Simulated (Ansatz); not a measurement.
Results of r²SCAN (PAW; Ansatz, a program for electronic structure) for RhB (P6₃/mmc, No. 194, 4 atoms in the cell; start mp-567164).

From the output:

```
Relaxation: its limit of steps is 80 (relax.max_steps)
Crystal: 4 atoms, lattice volume = 39.581 Å³
Basis set: ecut = 560 eV, 1179 PW (Γ), exchange–correlation on 81×81×96 points (27 copies of the dense FFT grid, shifted against one another)
Bands: 24, of which v1, the nominal top of the filled ones, is band 20 counted from 1 (19 counted from 0)
Symmetry: 24 space group operations
Space group: P63/mmc (ITA 194), of the structure as read, at distance tolerance 3.4e-5 Å
k-points: 296 of 4536
Functional: x = r2scan, c = r2scan; τ floored in thin density (d = 2e-4 eV/Å³)
SCF iter   1: F=—  HF=-13145.338300 eV  |F-HF|=—  |Δ(HF+E_count)|=         —  Δρ=1.38e-2  dr2=8.42e-2  dr2_τ=1.85e-1
SCF iter   2: F=—  HF=-13145.383604 eV  |F-HF|=—  |Δ(HF+E_count)|=   4.53e-2  Δρ=7.01e-3  dr2=1.19e-2  dr2_τ=2.15e-3
  ...
SCF 1 converged in 7 iterations: F = -13145.383025 eV  dr2 = 1.49e-8
Crystal: 4 atoms, lattice volume = 39.581 Å³
Initial density: handed on by an earlier stage of this run
SCF 2 converged in 4 iterations: F = -13145.383220 eV  dr2 = 8.61e-9
Crystal: 4 atoms, lattice volume = 39.581 Å³
SCF 3 converged in 4 iterations: F = -13145.383370 eV  dr2 = 4.03e-8
Crystal: 4 atoms, lattice volume = 39.581 Å³
SCF iter   5: F=—  HF=-13145.383379 eV  |F-HF|=—  |Δ(HF+E_count)|=  2.76e-10  Δρ=4.12e-7  dr2=1.86e-11  dr2_τ=4.19e-11
SCF iter   6: F=-13145.383379 eV  HF=-13145.383379 eV  |F-HF|=7.28e-12  |Δ(HF+E_count)|=  1.96e-10  Δρ=1.69e-7  dr2=4.14e-12  dr2_τ=1.99e-12
SCF 4 converged in 6 iterations: F = -13145.383379 eV  dr2 = 4.14e-12
SCF converged after 6 iterations
Free energy (F): -13145.383379 eV
Internal energy: -13145.378385 eV  (E = F + TS)
E sigma→0 (E₀):  -13145.380882 eV
Fermi energy:    19.918608 eV
--- Forces (eV/Å), atoms counted from 1 ---
  atom   1  B      0.00000000     0.00000000    -0.00000000
  atom   2  B      0.00000000     0.00000000     0.00000000
  atom   3  Rh    -0.00000000    -0.00000000    -0.00000000
  atom   4  Rh     0.00000000     0.00000000     0.00000000
--- Stress (GPa, compression-positive) ---
        6.148945      -0.000000      -0.000000
       -0.000000       6.148945      -0.000000
       -0.000000      -0.000000       6.155345
  P = ⅓ Tr σ = 6.1511 GPa (61.511 kbar)
```

Task: Write an input file that could have produced this run (the log leaves some choices open).

Result: This is not unique; one that fits is 
Ansatz 0.2 input:
```yaml
crystal:
  lattice:
    - [3.338581016, 0.0, 0.0]
    - [-1.669290508, 2.8912959724, 0.0]
    - [0.0, 0.0, 4.1004207585]
  atoms:
    - { symbol: B, position: [0.0, 0.0, 0.0] }
    - { symbol: B, position: [0.0, 0.0, 0.5] }
    - { symbol: Rh, position: [0.6666666667, 0.3333333333, 0.75] }
    - { symbol: Rh, position: [0.3333333333, 0.6666666667, 0.25] }
basis:
  ecutwfc: 560
  ecutrho_ratio: 4
  xc_grid: 3
kpoints:
  mp_grid: { grid: [18, 18, 14] }
hamiltonian:
  xc: r2scan
  dispersion: none
  pseudopotentials: { kind: paw }
scf:
  occupations: { method: fermi_dirac, width: 0.05 }
output:
  forces: true
  stress: true
  eigenvalues: true
relax:
  f_tol: 0.004
  escape_saddle: false
  max_steps: 80
  cell: { stress_tol: 0.02, fix: [volume] }
```

The cell is one volume of an energy–volume scan, off the minimum.

The PAW data were made under PBE.

Note: the run has no spin polarisation, so it can have missed a magnetic state. Note: the relaxation could not lower the start's symmetry, so the cell can be a saddle point above a distorted one.

Computing time: roughly 80 core-seconds.

A start named mp-… is a Materials Project structure, which need not be a measured phase.
